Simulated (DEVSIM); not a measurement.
# Si n+/n-/n+ resistor

Structure: Si n+/n-/n+ resistor, at 300 K.

```tsv
layer (left to right)	material	thickness (μm)	Nd (cm⁻³)	τn (s)	τp (s)
1	Si	0.510	3e17	6.6e-7	6.6e-7
2	Si	0.120	1.9e13	6.6e-7	6.6e-7
3	Si	0.500	1.8e18	6.6e-7	6.6e-7
```

Left contact: ohmic. Right contact: ohmic. Voltage is applied to the left contact. Recombination: SRH at mid-gap, radiative. Mobility is μmin + (μ − μmin)/(1 + (N/Nref)^α).

Constants are typed, rounded textbook-type inputs, not results; the design itself was drawn at random and stands for no fabricated device. Values at 300 K.

```
parameter           Si
-------------  -------
gap (eV)         1.124
affinity (eV)     4.05
permittivity      11.7
Nc (cm⁻³)      2.86e19
Nv (cm⁻³)       3.1e19
μn (cm²/Vs)       1417
μp (cm²/Vs)        470
μn,min              52
μp,min              45
Nref,n          9.7e16
Nref,p          2.2e17
αn                0.68
αp                0.72
B (cm³/s)      4.7e-15
```

DEVSIM, 1D drift-diffusion, Boltzmann statistics, complete ionisation; no tunnelling, impact ionisation, image-force lowering or self-heating.

Dark forward current:

| V (V) | J (A/cm²) |
|---|---|
| 0.05 | 9900 |
| 0.10 | 20000 |
| 0.20 | 40000 |
| 0.25 | 51000 |
| 0.35 | 72000 |
| 0.40 | 82000 |
| 0.50 | 100000 |
| 0.55 | 120000 |
| 0.65 | 140000 |
| 0.70 | 150000 |
| 0.75 | 160000 |
| 0.85 | 180000 |
| 0.90 | 200000 |
| 1.00 | 220000 |
| 1.05 | 230000 |
| 1.15 | 260000 |
| 1.20 | 270000 |
| 1.30 | 290000 |
| 1.35 | 310000 |
| 1.40 | 320000 |
| 1.50 | 340000 |
| 1.55 | 360000 |
| 1.65 | 380000 |
| 1.70 | 390000 |
| 1.80 | 420000 |
| 1.85 | 430000 |
| 1.95 | 460000 |
| 2.00 | 470000 |
